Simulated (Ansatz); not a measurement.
Ansatz (an electronic-structure program) run on the (001) slab of MgS (cut from a parent of space group no. 225; 8 atoms in the cell): self-consistent single point.

Level of theory: LDA (PW92), default PAW files made with PBE (plane waves; Ansatz).

```
MgS
1.0
    3.68799     0.00000     0.00000
   -3.68799     3.68799     0.00000
    0.00000     0.00000    21.82341
Mg S
4 4
Cartesian
  0.00000   0.00000   9.60780
 -1.84399   1.84399   6.99999
  0.00000   0.00000  14.82342
 -1.84399   1.84399  12.21561
 -1.84399   1.84399   9.60780
  0.00000   0.00000   6.99999
 -1.84399   1.84399  14.82342
  0.00000   0.00000  12.21561
```

Reference input (self-consistent single point, DFT, LDA (PW92), plane waves, default PAW files made with PBE): basis.ecutwfc = 30.9 Ry; kpoints.mp_grid.grid = 9 9 1; hamiltonian.xc = lda; hamiltonian.pseudopotentials = {kind: paw} (the program's default PAW files); scf.occupations.method = fermi_dirac; scf.occupations.width = 0.0037 Ry. This run's input differs from it in these lines:

Ansatz 0.2 input:
```diff
@@ -17,3 +17,3 @@
 kpoints:
-  mp_grid: { grid: [9, 9, 1] }
+  mp_grid: { grid: [8, 8, 1] }
 hamiltonian:
```

Output (repeated stretches shortened):

```
SCF iter   1: F=—  HF=-11095.515886 eV  |F-HF|=—  |Δ(HF+E_count)|=         —  Δρ=4.53e-3  dr2=3.83e-2  ethr=1.77e-3  ⟨swp⟩=11.3  Hψ=3124  notcnv=0
all-band conjugate gradients solve this SCF's bands
preconditioner: auto → Resta (q_TF=auto, 2.113 Å⁻¹)
SCF iter   2: F=—  HF=-11095.499155 eV  |F-HF|=—  |Δ(HF+E_count)|=   1.67e-2  Δρ=2.02e-3  dr2=9.23e-3  ethr=5.99e-5  ⟨swp⟩=2.2  Hψ=1223  notcnv=0  defer=34
   [... lines left out ...]
SCF iter   4: F=—  HF=-11095.495916 eV  |F-HF|=—  |Δ(HF+E_count)|=   1.19e-4  Δρ=1.22e-4  dr2=1.06e-4  ethr=1.04e-6  ⟨swp⟩=2.0  Hψ=744  notcnv=0  defer=34
SCF iter   5: F=—  HF=-11095.495897 eV  |F-HF|=—  |Δ(HF+E_count)|=   1.83e-5  Δρ=2.39e-5  dr2=2.58e-6  ethr=1.66e-7  ⟨swp⟩=2.0  Hψ=728  notcnv=0  defer=34
SCF iter   6: F=—  HF=-11095.495739 eV  |F-HF|=—  |Δ(HF+E_count)|=   1.58e-4  Δρ=1.02e-5  dr2=3.60e-7  ethr=4.04e-9  ⟨swp⟩=2.1  Hψ=817  notcnv=0  defer=36
SCF iter   7: F=-11095.495739 eV  HF=-11095.495739 eV  |F-HF|=8.83e-9  |Δ(HF+E_count)|=   1.68e-7  Δρ=1.27e-6  dr2=2.14e-8  ethr=1.56e-10  ⟨swp⟩=13.3  Hψ=2863  notcnv=0
SCF 1 converged in 7 iterations: F = -11095.495739 eV  dr2 = 2.14e-8
Free energy (F): -11095.495739 eV
Internal energy: -11095.495739 eV  (E = F + TS)
E sigma→0 (E₀):  -11095.495739 eV
Fermi energy:    1.510855 eV
--- Forces (eV/Å), atoms counted from 1 ---
  atom   1  Mg     0.00000000     0.00000000    -0.06655046
  atom   2  Mg     0.00000000     0.00000000     0.73648156
  atom   3  Mg     0.00000000     0.00000000    -0.73648156
  atom   4  Mg     0.00000000     0.00000000     0.06655046
  atom   5  S      0.00000000     0.00000000    -0.03738020
  atom   6  S      0.00000000     0.00000000    -0.32476951
  atom   7  S      0.00000000     0.00000000     0.32476951
  atom   8  S      0.00000000     0.00000000     0.03738020
--- Stress (GPa, compression-positive) ---
       -3.246788       0.000000       0.000000
        0.000000      -3.246788       0.000000
        0.000000       0.000000      -1.590655
  P = ⅓ Tr σ = -2.6947 GPa (-26.947 kbar)
  The stress holds the Pulay correction. Without it, at fixed plane waves, as pw.x and ABINIT print it: P = -2.6989 GPa
```

The run converged in 7 iterations. Against the reference run the free energy is nearly the same (within 1 meV/atom), the largest force stays at 0.736 eV/Å and the gap on the mesh goes from 2.592 to 2.503 eV.

The starting cell has typed, rounded lattice constants, without a prior relaxation at this level. The slab is cut from that crystal, and its faces are unrelaxed. Its lattice was rescaled by up to half a per cent. Spin polarisation is off, though cut faces can carry moments; a gap of a slab can lie between surface states.
